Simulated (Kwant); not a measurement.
Device: In0.53Ga0.47As/InP stack with 3 barriers. One parabolic valley. Leads of mass 0.041 mₑ with the band edge at 0; grid 0.1 nm; bias swept from 0.01 to 0.375 V, dropping linearly over the stack. Emitter Fermi level 0.026 eV, 77 K, equal in the collector.

```tsv
layer	thickness (nm)	band offset (eV)	mass (mₑ)
1	1.4	0.25	0.08
2	6.6	0	0.041
3	1.4	0.25	0.08
4	6.6	0	0.041
5	1.4	0.25	0.08
```

Constants are typed, rounded textbook-type inputs, not results; the design itself was drawn at random and stands for no fabricated device.

Computed with Kwant: one-band effective-mass tight-binding model in one dimension, coherent, no space charge, current by the Tsu-Esaki formula.

Sweep values stay those of the base run.

The height of the first barrier was swept, all else fixed.

```tsv
height of the first barrier (eV)	first peak current (A/cm²)	J (A/cm²) at bias = 0.1862 V	J (A/cm²) at bias = 0.3750 V	J (A/cm²) at bias = 0.09810 V
0.15	87400	153000	40500	55400
0.2	58400	135000	30200	37000
0.25	39900	114000	22900	25200
0.3	28000	94700	17600	17700
```

From the first row to the last the first peak current goes from 87400 to 28000. From the first row to the last the J at bias = 0.1862 V goes from 153000 to 94700.
